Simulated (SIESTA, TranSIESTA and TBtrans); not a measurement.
System: Fe chain with one Ni atom in place of Fe. Leads: straight Fe chain, spacing 2.25 Å. Geometry: 3 atoms about the centre moved by SIESTA (PBE, DZP) to a largest force of 0.02 eV/Å, all others as built, motion along the axis alone. Transport runs along z; the first 6 and the last 6 of the 21 atoms are the lead cells, repeated to infinity.

```xyz
21
Lattice="9.000 0.000 0.000 0.000 9.000 0.000 0.000 0.000 47.200" Properties=species:S:1:pos:R:3 pbc="F F T"
Fe     4.500     4.500     0.000
Fe     4.500     4.500     2.250
Fe     4.500     4.500     4.500
Fe     4.500     4.500     6.750
Fe     4.500     4.500     9.000
Fe     4.500     4.500    11.250
Fe     4.500     4.500    13.500
Fe     4.500     4.500    15.750
Fe     4.500     4.500    18.000
Fe     4.500     4.500    20.209
Ni     4.500     4.500    22.470
Fe     4.500     4.500    24.735
Fe     4.500     4.500    26.950
Fe     4.500     4.500    29.200
Fe     4.500     4.500    31.450
Fe     4.500     4.500    33.700
Fe     4.500     4.500    35.950
Fe     4.500     4.500    38.200
Fe     4.500     4.500    40.450
Fe     4.500     4.500    42.700
Fe     4.500     4.500    44.950
```
Starting moments (μB): atom 7 +3.2, atom 8 +3.2, atom 9 +3.2, atom 10 +3.2, atom 11 +1.2, atom 12 +3.2, atom 13 +3.2, atom 14 +3.2, atom 15 +3.2; lead atoms +3.2 (left) and +3.2 (right).

Run with TranSIESTA and TBtrans (open boundaries, self-consistent; PseudoDojo norm-conserving potentials, scalar-relativistic): Spin polarized, PAO.BasisSize DZP, PAO.EnergyShift 0.15 eV, XC.Authors PBE, Mesh.Cutoff 200 Ry, ElectronicTemperature 300 K, TS.Voltage 0.0 eV, TBT.Elecs.Eta 0.001 eV.

Energies count from the leads' Fermi level. Transmissions are for each spin. The energy step is 0.01 eV; narrower resonances are cut or missed.

```tsv
E (eV)	T up	T down
-0.20	0.984	2.71
-0.15	0.984	2.57
-0.10	0.984	2.45
-0.05	0.985	2.36
0.00	0.985	2.29
0.05	0.986	2.24
0.10	0.987	2.22
0.15	0.988	2.21
0.20	0.989	2.22
```

Question: Give the zero-bias conductance in μS and the resistance at 300 K.

Answer: At the Fermi level the mean of both spins is (0.985 + 2.29)/2 = 1.64. Averaged with −∂f/∂E over the full grid (kT = 25.9 meV) it is 1.64. With G0 = 2e²/h = 77.48 μS, G = 127 μS and R = 1/G = 7.87 kΩ.

Question: The eigenchannels at the Fermi level (both spins) transmit 0.985, 0.984, 0.482, 0.482, 0.340. What Fano factor of the shot noise follows at low temperature and bias?

Answer: F = Σ τ(1 − τ)/Σ τ = 0.754/3.27 = 0.23.

The magnetic order of the leads was set by the start, and no other order was tried; the separate lead runs end at 3.39 (left) and 3.39 (right) μB an atom. The straight chain is held at its spacing; free chains may zigzag or dimerise.
